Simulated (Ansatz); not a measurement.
# SiO₂ (model structure, started from the tetragonal ZrO2 type, P4₂/nmc, No. 137, 6 atoms in the cell)

All values below come from PBEsol (Ansatz, an electronic-structure program, PAW).

Settings: plane-wave cutoff 520 eV, 12×12×4 k mesh (along the axes of the cell as run), Fermi–Dirac smearing 0.01 eV, scalar-relativistic PAW data made under PBE.

Cell (relaxed with PBEsol):

O₂Si has the tetragonal space group P4₂/nmc, origin choice 1 (No. 137), Pearson symbol tP6. Conventional cell: a = 2.8209 Å, b = 2.8209 Å, c = 8.6281 Å, α = 90.00°, β = 90.00°, γ = 90.00°. Si on 2a has 4 O at 1.649 Å (tetrahedral). O on 4d sees 2 Si at 1.649 Å (bent). (Neighbours: up to the widest gap in distance over summed covalent radii, below 1.35, at either atom.)

```yaml
band_gap: 5.04 eV (indirect)
smallest_direct_gap_on_the_k_points_sampled: 5.35 eV
```

Note: the relaxation could raise the start's symmetry but not lower it, so the cell can be a saddle point.

A model structure was made by putting elements into a prototype or built by hand; it is no filed structure, need not be a known phase, and can be a saddle point held by its symmetry.
